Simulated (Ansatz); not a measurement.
InSb, pressure series

Consider InSb in the zinc blende structure (space group F-43m, No. 216; a = 6.557 Å).

Cell and atoms are relaxed at each pressure.

Level of theory: Kohn–Sham DFT with the r2SCAN functional, run in Ansatz (a quantum-chemistry and plane-wave program) with PAW and 500 eV plane waves, no spin-orbit coupling, earlier PAW set.

Notes on the quantities. enthalpy: H = E + PV relative to the base's energy.

```
case              lattice parameter a       enthalpy
----------------  -------------------  -------------
base                          6.557 Å              –
pressure −2 GPa               6.673 Å  -0.45 eV/atom
pressure −1 GPa               6.611 Å  -0.22 eV/atom
pressure 0.7 GPa              6.524 Å  +0.15 eV/atom
pressure 1.5 GPa              6.489 Å  +0.32 eV/atom
pressure 3 GPa                6.428 Å  +0.64 eV/atom
pressure 5 GPa                6.359 Å  +1.05 eV/atom
pressure 7.5 GPa              6.285 Å  +1.54 eV/atom
pressure 10 GPa               6.221 Å  +2.02 eV/atom
```

Load acts through the strain it causes; cell and atoms are relaxed under it. Whether these cells are dynamically stable was not tested. Tetrahedral semiconductors of this kind turn to denser phases somewhere between about 1 and 50 GPa; those were not computed, so compressed cells here can lie past the real transition. All final runs are without spin polarisation.
